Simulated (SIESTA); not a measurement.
Band structure of MgH₂ (P4_2/mnm, 6 atoms in the cell).

```
CELL_PARAMETERS angstrom
      4.52000     0.00000     0.00000
      0.00000     4.52000     0.00000
      0.00000     0.00000     3.02000
ATOMIC_POSITIONS crystal
  Mg 0.00000 0.00000 0.00000
  Mg 0.50000 0.50000 0.50000
  H  0.30400 0.30400 0.00000
  H  0.80400 0.19600 0.50000
  H  0.19600 0.80400 0.50000
  H  0.69600 0.69600 0.00000
```

Method: GGA PBE, numerical atomic orbitals DZP, PseudoDojo PBE standard norm-conserving potentials (rewritten from UPF to PSML) (SIESTA).

Settings: XC.functional = GGA; XC.authors = PBE; potentials = PseudoDojo PBE standard; PAO.BasisSize = DZP; PAO.EnergyShift = 0.01 Ry; MeshCutoff = 350 Ry; kgrid.MonkhorstPack = 5 5 7; OccupationFunction = FD; ElectronicTemperature = 10 meV; MaxSCFIterations = 150; SCF.Mixer.Method = Broyden; SCF.Mixer.Weight = 0.2; SCF.Mixer.History = 6; SCF.DM.Tolerance = 1.0E-05.

The starting cell has typed, rounded lattice constants, without a prior relaxation at this level. Values carry the incompleteness of an atom-centred basis.

### Question
Predict the gap along the standard path and the places of the band edges.

### Answer
The gap along the path is 3.66 eV, from a point between Γ and X to a point between A and Z; the smallest direct gap on it is 4.45 eV.

Levels in eV from the top of the valence band on the path, bands 9 to 13:
| point | 9 | 10 | 11 | 12 | 13 |
|---|---|---|---|---|---|
| Γ | -6.60 | -1.48 | -1.48 | -0.45 | 5.18 |
| X | -4.93 | -4.93 | -0.50 | -0.50 | 5.53 |
| M | -3.88 | -3.88 | -2.74 | -2.74 | 9.70 |
| Z | -3.11 | -3.11 | -0.04 | -0.04 | 6.32 |
| R | -2.30 | -2.30 | -1.07 | -1.07 | 5.54 |
| A | -1.92 | -1.92 | -0.89 | -0.89 | 3.72 |

Higher empty bands are left out: an atom-centred basis made for the valence describes them poorly.
